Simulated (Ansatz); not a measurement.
The starting structures come from a database of crystals and need not be the phases stable at ambient conditions.

 Where the default PAW files enter, the runs use the earlier of Ansatz's two default sets.

Tunnelling through a barrier is set by its complex band structure: the current falls as exp(−2κd) with the smallest κ.

Input:

```
CELL_PARAMETERS angstrom
      3.17608     0.00000     0.00000
      0.00000     4.69224     0.00000
      0.00000     0.00000     4.76925
ATOMIC_POSITIONS crystal
  Sn 0.50000 0.50000 0.50000
  Sn 0.00000 0.00000 0.00000
  O  0.00000 0.70815 0.32104
  O  0.00000 0.29185 0.67896
  O  0.50000 0.20815 0.17896
  O  0.50000 0.79185 0.82104
```

Space group of this cell: Pnnm. The cell is strained (all lengths scaled by 0.98); by r2SCAN its mean pressure is 4.0 GPa.

Transport runs along the normal of the first two printed cell vectors.

The gap is the functional's own. No spin-orbit coupling. Mid-gap values are interpolated on the energy grid.

**Question.** Compute, with r2SCAN run with Ansatz (a program for electronic structure), the band gap and the smallest decay constant κ at mid-gap.

**Answer.** Gap 2.10 eV on a 10×6×6 mesh; κ = 0.209 1/Å, at the zone centre.
